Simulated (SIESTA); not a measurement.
```yaml
crystal:
  lattice:
    - [5.37472, 0.00000, 0.00000]
    - [-0.92419, 5.39510, 0.00000]
    - [-1.94807, -2.40182, 6.39469]
  atoms:
    - { symbol: Mg, position: [0.78569, 0.62915, 0.24102] }
    - { symbol: Cr, position: [0.50255, 0.00617, 0.49765], spin: 3.0 }
    - { symbol: Cr, position: [0.50197, 0.98737, 0.99203], spin: 3.0 }
    - { symbol: P, position: [0.17941, 0.33788, 0.24535] }
    - { symbol: P, position: [0.83753, 0.64444, 0.74519] }
    - { symbol: O, position: [0.39967, 0.32954, 0.13434] }
    - { symbol: O, position: [0.20545, 0.14884, 0.37671] }
    - { symbol: O, position: [0.65614, 0.67834, 0.89120] }
    - { symbol: O, position: [0.77524, 0.78785, 0.57574] }
    - { symbol: O, position: [0.78586, 0.34257, 0.61479] }
    - { symbol: O, position: [0.13518, 0.75463, 0.89701] }
    - { symbol: O, position: [0.20468, 0.63852, 0.37403] }
    - { symbol: O, position: [0.87643, 0.25874, 0.09346] }
    - { symbol: O, position: [0.44597, 0.04559, 0.73766] }
    - { symbol: O, position: [0.58899, 0.91676, 0.25323] }
```
(The spins are starting values, not results.)

Level of theory: GGA PBEsol, numerical atomic orbitals DZP, PseudoDojo PBEsol standard norm-conserving potentials (rewritten from UPF to PSML) (SIESTA).

The set-up and first iterations of a SIESTA log for MgCr₂P₂O₁₀ (P1, 15 atoms in the cell):

```
reinit: Reading from file input.fdf

reinit: System Name: MgCr2(PO5)2
reinit: System Label: mgcr2(po5)2

NOTE on units for spin output:
{S} is the spin magnetic moment, in units of the Bohr magneton,
assuming a g-factor for the electron spin of exactly 2.
The spin magnetic moment is then numerically equal to the charge inbalance,
in units of electrons, between the spin-up and -down channels.

coor:   Atomic-coordinates input format  =     Fractional

siesta: Atomic coordinates (Bohr) and species
siesta:      5.99400   5.32042   2.91254  1        1
siesta:      3.26149  -2.19582   6.01371  2        2
siesta:     -0.27800   5.56390  11.98791  2        3
siesta:      0.32892   2.33119   2.96486  3        4
siesta:      4.63781   3.18799   9.00504  3        5
siesta:      2.98927   2.75001   1.62339  4        6
siesta:      0.43997  -0.19234   4.55225  4        7
siesta:      2.19876   2.87090  10.76946  4        8
   [... lines left out ...]
diag: Parallel block-size                           = 64
diag: Parallel distribution                         =     1 x     1
diag: Used triangular part                          = Lower
diag: Absolute tolerance                            =  0.100E-15
diag: Orthogonalization factor                      =  0.100E-05
diag: Memory factor                                 =  1.0000

superc: Internal auxiliary supercell:     5 x     5 x     5  =     125
superc: Number of atoms, orbitals, and projectors:   1875  25375  26250

                        Single-point calculation

superc: Internal auxiliary supercell:     5 x     5 x     5  =     125
superc: Number of atoms, orbitals, and projectors:   1875  25375  26250

outcell: Unit cell vectors (Ang):
        5.374720    0.000000    0.000000
       -0.924189    5.395103    0.000000
       -1.948069   -2.401818    6.394695

outcell: Cell vector modules (Ang)   :    5.374720    5.473688    7.103226
outcell: Cell angles (23,13,12) (deg):    106.6767    105.9174     99.7205
outcell: Cell volume (Ang**3)        :    185.4280
new_DM -- step:     1
Initializing Density Matrix...

Attempting to read DM from file... Failed...
initDM: WARNING: atom 1 has a closed-shell and cannot be polarized
DM filled with atomic data (user-defined):

InitMesh: MESH = 60 x 60 x 72 = 259200
InitMesh: Mesh cutoff (required, used) =   350.000   350.370 Ry

stepf: Fermi-Dirac step function
        iscf     Eharris(eV)        E_KS(eV)     FreeEng(eV)     dDmax    Ef(eV) dHmax(eV)
   scf:    1   -10949.658438   -11198.941608   -11200.483828  0.704384  0.257747 47.612007
     spin moment: {S} , |S| = {        0.0        0.0    2.33023 }     2.33023
   scf:    2   -11344.574079   -11282.551042   -11283.568211  0.470002 -2.208516 24.409673
     spin moment: {S} , |S| = {        0.0        0.0    3.91592 }     3.91592
   scf:    3   -11323.935827   -11313.028370   -11313.904519  0.226258 -4.915204  5.715081
     spin moment: {S} , |S| = {        0.0        0.0    3.84913 }     3.84913
   scf:    4   -11314.348817   -11314.240802   -11315.183186  0.040201 -5.270974  3.897867
     spin moment: {S} , |S| = {        0.0        0.0    3.83973 }     3.83973
   scf:    5   -11314.567796   -11314.618106   -11315.562635  0.032432 -5.231010  3.528623
     spin moment: {S} , |S| = {        0.0        0.0    3.86747 }     3.86747
   scf:    6   -11315.113292   -11314.974775   -11315.958926  0.023277 -5.383628  2.750696
     spin moment: {S} , |S| = {        0.0        0.0    3.89309 }     3.89309
   scf:    7   -11314.530673   -11314.910313   -11315.922200  0.048145 -5.546979  1.716575
     spin moment: {S} , |S| = {        0.0        0.0    3.90995 }     3.90995
   scf:    8   -11311.673080   -11314.223258   -11315.110681  0.040207 -5.234480  4.532843
     spin moment: {S} , |S| = {        0.0        0.0    3.92119 }     3.92119
   [... lines left out ...]
```

How does the run end?

The run converged in 29 iterations. Its thresholds were met; that alone does not show that basis and mesh suffice. Warnings to mind: initDM: WARNING: atom 1 has a closed-shell and cannot be polarized. It ends on: free energy E − TS -11316.1592 eV; Fermi level (on the code's own zero) -5.51 eV; pressure -16.03 GPa; largest force (vector length) 0.630 eV/Å; size of the cell's spin moment 3.96 μB. The log goes on:

```
     spin moment: {S} , |S| = {        0.0        0.0    3.95837 }     3.95837
   scf:   21   -11315.254368   -11315.253450   -11316.159199  0.000318 -5.512759  0.006056
   [... lines left out ...]
   scf:   26   -11315.254055   -11315.254006   -11316.159210  0.000030 -5.513181  0.001287
     spin moment: {S} , |S| = {        0.0        0.0    3.95998 }     3.95998
   scf:   27   -11315.254081   -11315.254043   -11316.159210  0.000022 -5.513177  0.001126
     spin moment: {S} , |S| = {        0.0        0.0    3.96003 }     3.96003
   scf:   28   -11315.254091   -11315.254067   -11316.159210  0.000013 -5.513169  0.000941
     spin moment: {S} , |S| = {        0.0        0.0    3.96006 }     3.96006
   scf:   29   -11315.254102   -11315.254085   -11316.159210  0.000010 -5.513165  0.000844
     spin moment: {S} , |S| = {        0.0        0.0    3.96009 }     3.96009
SCF Convergence by DM+H criterion
max |DM_out - DM_in|         :     0.0000095056
max |H_out - H_in|      (eV) :     0.0008440127
SCF cycle converged after 29 iterations

Using DM_out to compute the final energy and forces

siesta: E_KS(eV) =           -11315.2541

siesta: E_KS - E_eggbox =    -11315.2541

siesta: Atomic forces (eV/Ang):
     1   -0.130649    0.038305    0.016433
     2    0.012298    0.134310    0.577229
     3    0.006465   -0.261785   -0.548615
     4    0.176975   -0.265912    0.289406
     5   -0.238108    0.240597   -0.306918
     6    0.064807   -0.423121   -0.054770
     7    0.519267    0.105029   -0.041081
     8   -0.058304    0.605010    0.159945
     9   -0.300304   -0.196889    0.111151
    10   -0.525474   -0.104978    0.056520
    11    0.388256    0.411854    0.026828
    12    0.180286   -0.042381   -0.344603
    13   -0.252010   -0.168565    0.207188
    14    0.412985   -0.436242    0.188195
   [... lines left out ...]
siesta: FreeEng =    -11316.159210
siesta: Cell volume =        185.428045 Ang**3
siesta:        -160.32156593       -147.48000572  kBar
   [... lines left out ...]
     6    -0.284668    6.284668   -0.021167  O
     7    -0.177353    6.177353   -0.011786  O
     8    -0.248863    6.248863   -0.027870  O
     9    -0.269839    6.269839   -0.018725  O
    10    -0.157305    6.157305   -0.021558  O
    11    -0.148106    6.148106   -0.014745  O
    12    -0.298600    6.298600   -0.022284  O
    13    -0.286433    6.286433   -0.023098  O
    14    -0.264336    6.264336   -0.298095  O
    15    -0.533876    6.533876   -0.123661  O
 Total     0.000000                3.960087
```

For comparison: a first run was changed to give this one (OccupationFunction: MP → FD; OccupationMPOrder: 0 → default; ElectronicTemperature: 20 meV → 300 meV), and from it to this one the free energy goes down by 24.6 meV/atom, the pressure goes from -16.70 to -16.03 GPa, the largest force goes from 1.090 to 0.630 eV/Å and the size of the net moment moves little (0.27 to 0.26 μB/atom).

The starting cell comes from a database of computed structures (which also holds hypothetical and non-ambient phases and stackings), without a prior relaxation at this level. Its lattice was rescaled by a random factor within 2.5 % of one. The magnetic order is the one reached from the typed start; others were not searched systematically. Values carry the incompleteness of an atom-centred basis. With a pressure of about -16 GPa the cell is away from its equilibrium volume at this level.

The run was DFT, GGA PBEsol, numerical atomic orbitals DZP, PseudoDojo PBEsol standard norm-conserving potentials (rewritten from UPF to PSML). Main settings of its input:

- XC.functional: GGA
- XC.authors: PBEsol
- potentials: PseudoDojo PBEsol standard
- PAO.BasisSize: DZP
- PAO.EnergyShift: 0.01 Ry
- MeshCutoff: 350 Ry
- kgrid.MonkhorstPack: 4 4 3
- OccupationFunction: FD
- ElectronicTemperature: 300 meV
- Spin: polarized
- MaxSCFIterations: 150
- SCF.Mixer.Method: Broyden
